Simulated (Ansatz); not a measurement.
# NbSi2 (P6₄22, No. 181)

Level of theory: PBEsol (plane waves, PAW; Ansatz, a quantum-chemistry and plane-wave program).

Settings: plane-wave cutoff 520 eV, 12×12×8 k mesh (along the axes of the cell as run), Fermi–Dirac smearing 0.05 eV, no spin polarisation, scalar-relativistic PAW data made under PBE.

Cell: relaxed at this level.

```json
{
 "band_gap": "zero (no gap)",
 "equilibrium_lattice_constant_a": "4.770 Å",
 "lattice_parameter_c": "6.570 Å"
}
```

Spin–orbit coupling is not included.

The computed numbers hold no vibrational or temperature effects.
